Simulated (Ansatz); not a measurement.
Band structure of MnZn₃ (P-6m2, 4 atoms in the cell).

```
CELL_PARAMETERS angstrom
      2.72498     0.00000     0.00000
     -1.36249     2.35990     0.00000
      0.00000     0.00000     8.76211
ATOMIC_POSITIONS crystal
  Mn 0.66667 0.33333 0.00000
  Zn 0.66667 0.33333 0.50000
  Zn 0.33333 0.66667 0.24142
  Zn 0.33333 0.66667 0.75858
```
Moments meant for the start (each program seeds them in its own way; μB, in the order of the atoms Mn Zn Zn Zn): 4.0 0.0 0.0 0.0.

Method of the run: PBEsol, PAW files made with PBE (plane waves; Ansatz, a first-principles code).

Settings: kpoints.mp_grid.grid = 11 11 3; hamiltonian.xc = pbesol; hamiltonian.pseudopotentials = {kind: paw} (the program's default PAW files); magnetization.spin_polarized = true; scf.occupations.method = gaussian; scf.occupations.width = 0.1 eV; kpoints.band_path.npoints = 8.

The starting cell comes from a database of computed structures (which also holds hypothetical and non-ambient phases and stackings), without a prior relaxation at this level. With one magnetic atom in the cell only a parallel order is possible.

Levels in eV from the Fermi level, bands 24 to 31 of the first spin channel:
```csv
point,24,25,26,27,28,29,30,31
Γ,-2.13,-1.45,-1.45,-0.68,-0.68,1.12,9.10,10.21
M,-1.55,-1.03,-0.94,-0.15,0.26,1.19,2.68,5.22
K,-1.64,-0.11,0.38,0.59,0.98,2.71,2.83,3.09
A,-2.34,-1.45,-1.45,-0.68,-0.68,3.36,5.31,15.37
L,-2.18,-1.31,-1.03,0.26,0.54,2.01,2.60,3.38
H,-1.58,-0.01,-0.01,0.69,1.72,1.82,1.96,4.33
```

Bands cross the Fermi level along this path, so the cell is metallic at this level.

The net moment of the cell came out as 2.44 μB.

Keys are those of Ansatz 0.2.
